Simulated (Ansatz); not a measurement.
Base system: GaAs in the zinc blende structure (space group F-43m, No. 216).

```cif
data_As4Ga4
_chemical_formula_sum 'As4 Ga4'
_space_group_name_H-M_alt 'F-43m'
_space_group_IT_number 216
_space_group_name_Hall 'F -4 2 3'
_cell_length_a 5.65942
_cell_length_b 5.65942
_cell_length_c 5.65942
_cell_angle_alpha 90.000
_cell_angle_beta 90.000
_cell_angle_gamma 90.000
loop_
_atom_site_label
_atom_site_type_symbol
_atom_site_symmetry_multiplicity
_atom_site_Wyckoff_symbol
_atom_site_fract_x
_atom_site_fract_y
_atom_site_fract_z
_atom_site_occupancy
As1 As 4 c 0.25000 0.25000 0.25000 1
Ga1 Ga 4 a 0.00000 0.00000 0.00000 1
```
(The calculation used a cell of 2 atoms; values per cell refer to that cell.)

The values are results of Ansatz (an electronic-structure program) PBEsol, no SOC, earlier PAW set, not measurements.

For the base:

| Quantity | Result |
|---|---|
| Valley order | Γ 0.42 eV; L along ⟨111⟩ 0.92 eV; a point along ⟨100⟩, about 1.0 Å⁻¹ from Γ 1.32 eV |

It is then changed as follows: hole doping at 5.0×10^20 cm⁻³ (0.0227 per cell), with a uniform compensating background at fixed cell and a 300 K Fermi–Dirac width.

Q: Predict the new Fermi level from band edge and valley order.

A: The Fermi level relative to the doped band's edge (positive inside the band; to 0.05 eV) is +0.20 eV; the valley order (the lowest conduction-band minima on the path, energy above the VBM, named in the base's zone) goes from Γ 0.42 eV; L along ⟨111⟩ 0.92 eV; a point along ⟨100⟩, about 1.0 Å⁻¹ from Γ 1.32 eV to Γ 0.43 eV; L along ⟨111⟩ 0.93 eV; a point along ⟨100⟩, about 1.0 Å⁻¹ from Γ 1.34 eV.

Charged cell with a jellium background: band edges are those of the host's band count, energies are not comparable with the neutral cell, and many-body gap narrowing is missing. The levels and masses belong to the bands next to the band gap. Whether these cells are dynamically stable was not tested.
